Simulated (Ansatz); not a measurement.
## CrCl3, response to strain

Base system: CrCl3 (space group R-3, No. 148; ferromagnetic; a cell from a computed database, its experimental status unchecked; layered, stacked along the Cartesian z axis).

```
CrCl3
1.0
    2.97996     1.72048     5.74594
   -2.97996     1.72048     5.74594
    0.00000    -3.44096     5.74594
Cr Cl
2 6
Direct
  0.66652   0.66652   0.66652
  0.33348   0.33348   0.33348
  0.56916   0.92329   0.27559
  0.43084   0.07671   0.72441
  0.92329   0.27559   0.56916
  0.07671   0.72441   0.43084
  0.27559   0.56916   0.92329
  0.72441   0.43084   0.07671
```

Cartesian axes are those of the cell as printed.

Strains are applied to the cell and any free atomic positions relax; under biaxial strain the out-of-plane vector relaxes too.

Computed with plane-wave PAW DFT at the r2SCAN+rVV10 level (Ansatz, a first-principles code, 500 eV), scalar-relativistic without spin-orbit coupling.

| variant | band gap | shortest interatomic distance | gap character |
|---|---|---|---|
| base | 2.43 eV | 2.345 Å | indirect, L → k = (0.143, -0.429, 0.429) in the run's primitive reciprocal basis |
| biaxial strain +1.81 %, plane normal [001], relaxed out of plane | 2.38 eV | 2.356 Å | indirect, L → S₀ |
| isotropic strain +1.22 % | 2.41 eV | 2.354 Å | indirect, L → F |
| isotropic strain +1.95 % | 2.39 eV | 2.359 Å | indirect, L → S₀ |
| uniaxial strain ε_zz = +1.92 % | 2.44 eV | 2.346 Å | indirect, L → k = (0.143, -0.429, 0.429) in the run's primitive reciprocal basis |

Whether these cells are dynamically stable was not tested. No Hubbard U is applied and the magnetic state is the run's own (CrCl3 ferromagnetic); small cells can't hold the antiferromagnetic order that many such compounds have, so gaps and moments can be off.
